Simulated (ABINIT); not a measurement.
Band structure of AgI (F-43m, 2 atoms in the cell).

```
AgI
1.0
    0.00000     3.22630     3.22630
    3.22630     0.00000     3.22630
    3.22630     3.22630     0.00000
Ag I
1 1
Direct
  0.00000   0.00000   0.00000
  0.75000   0.75000   0.75000
```

Level of theory: PBE, PAW (JTH v2.0 PBE PAW) (plane waves; ABINIT).

Settings: pseudos = [Ag.GGA_PBE-JTH.xml, I.GGA_PBE-JTH.xml]; ecut = 544 eV; pawecutdg = 1088 eV; pawxcdev = 0; occopt = 3; tsmear = 0.01 eV; ngkpt = 9 9 9; nshiftk = 1; shiftk = 0 0 0; potentials = JTH v2.0 PBE PAW; kptopt = 1; nstep = 80; toldfe1 = 1e-09 Ha.

The starting cell comes from a database of computed structures (which also holds hypothetical and non-ambient phases and stackings), without a prior relaxation at this level. Its lattice was rescaled by a random factor within 2.5 % of one. Spin-orbit coupling is off.

Task: Predict the gap along the standard path and the places of the band edges.

Result: The gap along the path is 1.35 eV, direct at Γ to within 0.01 eV.

Levels in eV from the top of the valence band on the SCF mesh, bands 6 to 13:
```json
[
 {"point": "Γ", "6": "-3.14", "7": "0.00", "8": "0.00", "9": "0.00", "10": "1.35", "11": "5.76", "12": "5.76", "13": "5.76"},
 {"point": "X", "6": "-3.01", "7": "-2.67", "8": "-1.84", "9": "-1.84", "10": "3.57", "11": "3.83", "12": "8.60", "13": "9.85"},
 {"point": "W", "6": "-2.91", "7": "-2.80", "8": "-2.23", "9": "-1.68", "10": "4.82", "11": "5.21", "12": "6.47", "13": "7.11"},
 {"point": "K", "6": "-3.10", "7": "-2.84", "8": "-2.06", "9": "-1.47", "10": "3.92", "11": "5.02", "12": "7.74", "13": "8.16"},
 {"point": "L", "6": "-3.11", "7": "-2.98", "8": "-0.75", "9": "-0.75", "10": "2.75", "11": "6.25", "12": "6.25", "13": "7.28"},
 {"point": "U", "6": "-3.10", "7": "-2.84", "8": "-2.06", "9": "-1.47", "10": "3.92", "11": "5.02", "12": "7.74", "13": "8.16"}
]
```
